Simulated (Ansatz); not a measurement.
**SnO2, response to strain**

The parent structure is SnO₂ in the rutile structure (space group P4_2/mnm, No. 136; a = 4.769 Å, c = 3.212 Å). Axes: x, y, z lie along a, b, c of the conventional cell.

Strains are applied to the cell and any free atomic positions relax.

Calculations: PBEsol (Ansatz, an electronic-structure program), spin-orbit coupling left out.

Notes on the quantities. pressure: mean of the normal stresses, compression positive.

| change | pressure | band gap | electron mass |
|---|---|---|---|
| base | 0.00 GPa | 0.92 eV | 0.17 mₑ along c, 0.19 mₑ across (at Γ) |
| uniaxial strain ε_xx = +0.60 % | ___ | ___ | 0.17 mₑ along z, 0.18 mₑ across (at Γ) |
| uniaxial strain ε_xx = +1.20 % | -2.06 GPa | 0.81 eV | 0.16 mₑ along z, 0.18 mₑ across (at Γ) |
| uniaxial strain ε_xx = +1.80 % | -3.03 GPa | ___ | 0.16 mₑ along z, 0.18 mₑ across (at Γ) |
| uniaxial strain ε_xx = +2.40 % | ___ | 0.72 eV | 0.16 mₑ along z, 0.18 mₑ across (at Γ) |
| uniaxial strain ε_xx = +3.00 % | -4.86 GPa | 0.67 eV | 0.16 mₑ along z, 0.17 mₑ across (at Γ) |

Task: Complete the table.

Result: 
- uniaxial strain ε_xx = +0.60 %, pressure: -1.05 GPa
- uniaxial strain ε_xx = +0.60 %, band gap: 0.86 eV
- uniaxial strain ε_xx = +1.80 %, band gap: 0.76 eV
- uniaxial strain ε_xx = +2.40 %, pressure: -3.96 GPa

Effective masses come from finite differences of ±0.01 Å⁻¹. Whether these cells are dynamically stable was not tested.
